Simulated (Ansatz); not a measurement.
CaO (model structure, started from the CsCl type, Pm-3m, No. 221, 2 atoms in the cell; like a known high-pressure phase), treated with G0W0@PBEsol (hard PAW, contour deformation, complete-basis limit; Ansatz, a program for electronic structure).

Numerical settings: largest k mesh 10×10×10 (not extrapolated in the mesh).

Cell (relaxed with PBEsol):

CaO has the cubic space group Pm-3m (No. 221), the CsCl type structure, Pearson symbol cP2. Cell: a = b = c = 2.8882 Å, α = β = γ = 90.00°. Ca on 1a is surrounded by 8 O at 2.501 Å (cubic). O on 1b has 8 Ca at 2.501 Å (cubic). (Neighbours: up to the widest gap in distance over summed covalent radii, below 1.35, at either atom; cation-cation and far metal-metal contacts left out.)

**Question.** Predict the band gap.

**Answer.** 
- band gap = 5.31 eV (indirect)

Note: the gap holds a correction of +0.43 eV to the complete basis.

The computed numbers hold no vibrational or temperature effects.

It cost roughly 90 core-minutes of CPU time.

A model structure was made by putting elements into a prototype or built by hand; it is no filed structure, need not be a known phase, and can be a saddle point held by its symmetry.
